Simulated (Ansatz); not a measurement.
## A computed series for hypothetical simple cubic Mo: pressure series

Start from Mo in the simple cubic structure (space group Pm-3m, No. 221; a = 2.5692 Å; a hypothetical phase, not in the database extracts checked).

Cell and atoms are relaxed at each pressure.

Calculations: PBEsol (Ansatz, a first-principles code; PAW; 420 eV plane waves; no SOC).

```
change               density  shortest interatomic distance
----------------  ----------  -----------------------------
base              9.39 g/cm³                        2.569 Å
pressure −2 GPa   9.30 g/cm³                        2.578 Å
pressure −1 GPa   9.35 g/cm³                        2.573 Å
pressure 0.3 GPa  9.41 g/cm³                        2.568 Å
pressure 0.7 GPa  9.43 g/cm³                        2.566 Å
pressure 1.5 GPa  9.46 g/cm³                        2.563 Å
pressure 3 GPa    9.53 g/cm³                        2.557 Å
pressure 5 GPa    9.61 g/cm³                        2.550 Å
pressure 7.5 GPa  9.72 g/cm³                        2.540 Å
pressure 10 GPa   9.82 g/cm³                        2.532 Å
```

Load acts through the strain it causes; cell and atoms are relaxed under it. Stability against distortions was not tested. No other phases were tried under pressure. All final runs are without spin polarisation.
